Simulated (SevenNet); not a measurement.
# White tin (β-Sn)

The numbers are results of the machine-learned potential SevenNet-0 (trained on PBE and PBE+U data), not measurements.

Cell (relaxed at this level):

```xyz
2
Lattice="-2.9797 2.9797 1.6226 2.9797 -2.9797 1.6226 2.9797 2.9797 -1.6226" Properties=species:S:1:pos:R:3 pbc="T T T"
Sn     0.0000     0.0000     0.0000
Sn     0.0000     2.9797     0.8113
```

- lattice constant a = 5.959 Å
- c axis length = 3.245 Å

Measured, for comparison: lattice constant a 5.831 Å, lattice parameter c 3.181 Å (293 K, not corrected to a static lattice; as tabulated in Wikipedia's data pages). Computed (rounded) less measured: lattice constant a +2.2 %, lattice parameter c +2.0 %.

A machine-learned potential is trained on density-functional data: it inherits that level's misses and adds fitting errors of its own.

Note: the model gives imaginary modes for this phase (in the spectrum interpolated from a supercell); the model's elastic tensor is not positive definite here; this model's volume lies 7 % above that of the starting cell (a measured, published or database cell).
